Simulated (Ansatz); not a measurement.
The reference is LuAgSe2 (space group R-3m, No. 166; a = 4.035 Å, c = 18.981 Å (hexagonal axes); a hypothetical phase, not in the database extracts checked). Axes: x lies along a and z along c of the hexagonal cell.

Level of theory: Ansatz (a program for electronic structure), PBEsol, PAW, cutoff 420 eV, no spin-orbit coupling.

Now apply this change: uniaxial strain ε_yy = −5.10 %, all other strain components held at zero, atoms relaxed at fixed cell.

Q: Predict the stress tensor and what it implies for the stiffness.

A: Stress of the strained cell less that of the base (GPa, compression positive):
```
   3.10    0.00    0.00
   0.00    7.30   -0.66
   0.00   -0.66    3.44
```

Then −Δσ_ii/ε with ε = -0.0510 gives secant stiffness values (nonlinear terms included at this strain): C22 ≈ 143 GPa, C12 ≈ 61 GPa and C23 ≈ 67 GPa.

As a check, the harmonic strain energy −½ V₀ Δσ:ε is 26 meV/atom; the computed energy rise is 25 meV/atom.

Whether these cells are dynamically stable was not tested.
